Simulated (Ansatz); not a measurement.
Cell and atoms of amorphous Si$_{15}$B$_{15}$N$_{35}$:

```xyz
65
Lattice="9.3232 0.0000 0.0000 0.0000 9.3232 0.0000 0.0000 0.0000 9.3232" Properties=species:S:1:pos:R:3 pbc="T T T"
Si     7.4415     5.9060     7.5368
Si     9.1869     5.4856     2.0533
Si     0.9169     4.1914     6.8911
Si     5.5297     0.3912     6.3276
Si     3.5503     4.3247     8.4394
Si     8.2682     8.7147     6.8701
Si     7.7792     8.0631     0.4103
Si     4.2918     4.4575     3.4940
Si     5.8282     2.2098     3.9455
Si     5.3400     9.2168     2.0276
Si     2.0405     4.8795     4.4654
Si     8.7384     3.6583     4.6222
Si     2.9706     6.9634     2.1155
Si     1.3665     8.8238     6.9651
Si     3.8732     7.2865     7.4470
B      5.6076     6.8982     3.3876
B      6.7784     9.0413     4.3669
B      2.7591     0.4873     1.0878
B      6.3054     1.0550     9.1463
B      4.1969     2.9779     5.9227
B      4.1931     2.4552     1.5585
B      5.4865     2.4791     8.0283
B      0.6198     0.5070     9.1153
B      7.4563     5.4810     0.7581
B      2.2645     2.6280     9.1964
B      0.5509     6.3815     6.3712
B      6.0458     7.1130     5.6051
B      1.0570     7.9352     1.2207
B      7.2067     3.7369     0.2069
B      6.4742     4.9292     4.8015
N      5.5864     1.0252     7.8841
N      1.1811     6.5389     1.6227
N      6.4673     2.5571     9.1861
N      1.7906     1.2866     0.2619
N      2.3750     8.4802     1.4735
N      1.7203     5.6162     5.9741
N      3.0176     5.5542     3.1525
N      4.0579     0.9855     1.5204
N      1.9142     3.6353     8.1710
N      9.0724     5.4895     7.1968
N      7.8176     6.6597     1.4517
N      4.5576     3.3362     7.3122
N      7.0231     3.5315     4.5293
N      7.5686     7.6126     8.0299
N      0.3497     4.6979     3.5972
N      5.6348     5.4905     3.7398
N      3.8197     5.9820     8.4314
N      4.7125     7.5762     2.4308
N      0.2903     7.8093     6.0988
N      4.8778     1.7645     5.3653
N      5.1155     7.9174     6.3932
N      7.1999     0.1783     5.7348
N      6.4596     7.6607     4.2909
N      0.1528     0.4778     7.6926
N      0.0386     8.7736     0.6390
N      6.5872     5.7946     5.9835
N      3.4638     3.8438     4.9235
N      3.4586     3.2127     0.5418
N      0.3687     3.0386     5.7931
N      4.8957     3.0457     2.6904
N      8.1288     4.2594     1.2757
N      6.3060     0.6414     3.3593
N      2.8396     8.5805     7.5200
N      6.8158     5.0345     8.8633
N      6.5253     9.2443     0.7223
```

The numbers are results of PBE, scalar-relativistic without spin-orbit coupling (plane waves to 420 eV, PAW; Ansatz, a program for electronic structure), not measurements.

Preparation: random packing, a CHGNet melt and quench, and a DFT relaxation. N atoms were pushed apart under 1.9 Å during the dynamics, to hinder bonds among them. The hot cell started wider than the set density and was brought back towards it in steps. It is the lowest in DFT energy of 2 quenches. It is a model cell: composition and starting density were chosen by hand, and all elements were melted together. No dispersion term was used. Its density started from a set value of 2.20 and ended at 2.20 g/cm³. The quench (nominally 500 K/ps over its main leg) was far faster than any real one, so the model tends to hold more defects than a real film. A cell of this size samples the disorder only roughly. The volume was held where the preparation left it, at a PBE pressure of -3.5 GPa (tension). Stress components on the final sampling reach 6.0 GPa. On a 2×2×2 Γ-centred mesh force components of up to 0.12 eV/Å stay, since the relaxation ran on the zone centre alone.

Cut-offs for bonds: Si-Si 2.60 Å, Si-B 2.28 Å, Si-N 2.08 Å, B-B 1.97 Å, B-N 1.74 Å, N-N 1.70 Å. Two cations that share two anions don't count as bonded, nor two that share one unless they lie closer than Si-Si 2.38 Å, Si-B 2.09 Å, B-B 1.80 Å.

Give the coordination numbers, mean bond lengths and angles.


```json
{
 "Mean coordination of Si by anions": "3.80 (3 with 3, 12 with 4)",
 "Mean coordination of B by anions": "3.00 (15 with 3)",
 "Mean coordination of N": "2.91 (3 with 2, 32 with 3)",
 "Mean Si-N bond": "1.762 Å (spread 0.066 Å, 57 counted)",
 "Mean B-N bond": "1.471 Å (spread 0.026 Å, 45 counted)",
 "Bond angle at Si": "mean 110.8°, spread 15.8°",
 "Bond angle at B": "mean 119.7°, spread 11.1°",
 "Bond angle at N": "mean 116.5°, spread 18.2°"
}
```

Which atoms depart from the most common coordination of their element?

Si12 has 3 (N59 1.63 Å, N43 1.72 Å, N45 1.73 Å); Si14 has 3 (N63 1.59 Å, N49 1.71 Å, N54 1.72 Å); Si15 has 3 (N47 1.64 Å, N63 1.66 Å, N51 1.75 Å); N47 has 2 (Si15 1.64 Å, Si5 1.68 Å); N59 has 2 (Si12 1.63 Å, Si3 1.68 Å); N63 has 2 (Si14 1.59 Å, Si15 1.66 Å).

List the pairs of like atoms that count as bonded by the rules above.

There are none by these rules.

What Bader charges do the atoms carry, from a run on the zone centre alone?

Means (range): Si +3.03 e (+2.92 to +3.12), B +2.20 e (+2.17 to +2.22), N -2.24 e (-2.31 to -2.18).
```
atom  charge (e)
----  ----------
Si1        +3.12
Si2        +3.01
Si3        +3.08
Si4        +3.06
Si5        +3.07
Si6        +3.06
Si7        +3.11
Si8        +3.10
Si9        +3.06
Si10       +3.07
Si11       +3.02
Si12       +2.93
Si13       +2.94
Si14       +2.92
Si15       +2.96
B16        +2.20
B17        +2.19
B18        +2.21
B19        +2.21
B20        +2.19
B21        +2.22
B22        +2.19
B23        +2.21
B24        +2.17
B25        +2.18
B26        +2.20
B27        +2.22
B28        +2.20
B29        +2.19
B30        +2.18
N31        -2.25
N32        -2.20
N33        -2.18
N34        -2.19
N35        -2.24
N36        -2.27
N37        -2.29
N38        -2.24
N39        -2.27
N40        -2.28
N41        -2.24
N42        -2.23
N43        -2.25
N44        -2.31
N45        -2.23
N46        -2.27
N47        -2.20
N48        -2.20
N49        -2.27
N50        -2.25
N51        -2.24
N52        -2.27
N53        -2.24
N54        -2.24
N55        -2.25
N56        -2.23
N57        -2.25
N58        -2.21
N59        -2.19
N60        -2.28
N61        -2.21
N62        -2.25
N63        -2.18
N64        -2.26
N65        -2.31
```
